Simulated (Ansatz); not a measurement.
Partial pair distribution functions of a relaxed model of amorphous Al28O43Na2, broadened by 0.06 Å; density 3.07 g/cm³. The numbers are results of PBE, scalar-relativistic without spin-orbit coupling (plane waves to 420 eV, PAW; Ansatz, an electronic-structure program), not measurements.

Preparation: random packing, a CHGNet melt and quench, and a DFT relaxation. O atoms were pushed apart under 1.9 Å during the dynamics, to hinder bonds among them. The hot cell started wider than the set density and was brought back towards it in steps. It is the lowest in DFT energy of 2 quenches. It is a model cell: composition and starting density were chosen by hand, and all elements were melted together. No dispersion term was used. Its density started from a set value of 3.07 and ended at 3.07 g/cm³. The quench (nominally 410 K/ps over its main leg) was far faster than any real one, so the model tends to hold more defects than a real film. One small periodic cell is one sample of the glass; other quenches scatter about these values. The volume was held where the preparation left it and the shape relaxed, at a PBE pressure of 1.1 GPa. Stress components on the final sampling reach 1.1 GPa.

```json
[
 {"r (Å)": "1.55", "g Al-O": "0.02", "g O-Na": "0.00", "g Al-Al": "0.00", "g O-O": "0.00"},
 {"r (Å)": "1.65", "g Al-O": "0.92", "g O-Na": "0.00", "g Al-Al": "0.00", "g O-O": "0.00"},
 {"r (Å)": "1.75", "g Al-O": "6.24", "g O-Na": "0.00", "g Al-Al": "0.00", "g O-O": "0.00"},
 {"r (Å)": "1.85", "g Al-O": "7.69", "g O-Na": "0.00", "g Al-Al": "0.00", "g O-O": "0.00"},
 {"r (Å)": "1.95", "g Al-O": "4.11", "g O-Na": "0.00", "g Al-Al": "0.00", "g O-O": "0.00"},
 {"r (Å)": "2.05", "g Al-O": "1.38", "g O-Na": "0.00", "g Al-Al": "0.00", "g O-O": "0.00"},
 {"r (Å)": "2.15", "g Al-O": "0.29", "g O-Na": "0.01", "g Al-Al": "0.00", "g O-O": "0.00"},
 {"r (Å)": "2.25", "g Al-O": "0.02", "g O-Na": "0.66", "g Al-Al": "0.00", "g O-O": "0.07"},
 {"r (Å)": "2.35", "g Al-O": "0.00", "g O-Na": "2.87", "g Al-Al": "0.00", "g O-O": "0.53"},
 {"r (Å)": "2.45", "g Al-O": "0.04", "g O-Na": "1.60", "g Al-Al": "0.03", "g O-O": "1.27"},
 {"r (Å)": "2.55", "g Al-O": "0.10", "g O-Na": "0.19", "g Al-Al": "0.34", "g O-O": "1.67"},
 {"r (Å)": "2.65", "g Al-O": "0.16", "g O-Na": "0.57", "g Al-Al": "1.29", "g O-O": "2.08"},
 {"r (Å)": "2.75", "g Al-O": "0.29", "g O-Na": "1.02", "g Al-Al": "2.23", "g O-O": "2.73"},
 {"r (Å)": "2.85", "g Al-O": "0.26", "g O-Na": "2.74", "g Al-Al": "1.96", "g O-O": "3.14"},
 {"r (Å)": "2.95", "g Al-O": "0.15", "g O-Na": "1.32", "g Al-Al": "1.67", "g O-O": "2.57"},
 {"r (Å)": "3.05", "g Al-O": "0.25", "g O-Na": "1.71", "g Al-Al": "2.15", "g O-O": "1.71"},
 {"r (Å)": "3.15", "g Al-O": "0.54", "g O-Na": "1.79", "g Al-Al": "2.35", "g O-O": "1.01"},
 {"r (Å)": "3.25", "g Al-O": "0.67", "g O-Na": "0.61", "g Al-Al": "2.29", "g O-O": "0.78"},
 {"r (Å)": "3.35", "g Al-O": "0.93", "g O-Na": "1.77", "g Al-Al": "2.03", "g O-O": "0.79"},
 {"r (Å)": "3.45", "g Al-O": "1.20", "g O-Na": "1.25", "g Al-Al": "1.57", "g O-O": "0.61"},
 {"r (Å)": "3.55", "g Al-O": "1.27", "g O-Na": "1.20", "g Al-Al": "1.04", "g O-O": "0.47"},
 {"r (Å)": "3.65", "g Al-O": "1.20", "g O-Na": "0.44", "g Al-Al": "0.96", "g O-O": "0.71"},
 {"r (Å)": "3.75", "g Al-O": "1.23", "g O-Na": "0.09", "g Al-Al": "0.42", "g O-O": "0.92"},
 {"r (Å)": "3.85", "g Al-O": "1.34", "g O-Na": "0.41", "g Al-Al": "0.43", "g O-O": "0.82"},
 {"r (Å)": "3.95", "g Al-O": "1.45", "g O-Na": "0.51", "g Al-Al": "0.48", "g O-O": "0.62"},
 {"r (Å)": "4.05", "g Al-O": "1.57", "g O-Na": "0.77", "g Al-Al": "0.38", "g O-O": "0.53"},
 {"r (Å)": "4.15", "g Al-O": "1.66", "g O-Na": "1.12", "g Al-Al": "0.37", "g O-O": "0.36"},
 {"r (Å)": "4.25", "g Al-O": "1.42", "g O-Na": "1.23", "g Al-Al": "0.53", "g O-O": "0.32"},
 {"r (Å)": "4.35", "g Al-O": "1.29", "g O-Na": "1.29", "g Al-Al": "0.55", "g O-O": "0.53"},
 {"r (Å)": "4.45", "g Al-O": "1.19", "g O-Na": "1.79", "g Al-Al": "0.60", "g O-O": "0.71"},
 {"r (Å)": "4.55", "g Al-O": "1.09", "g O-Na": "1.25", "g Al-Al": "0.80", "g O-O": "0.80"}
]
```

Within 2.26 Å each Al has 4.75 O neighbours on average.
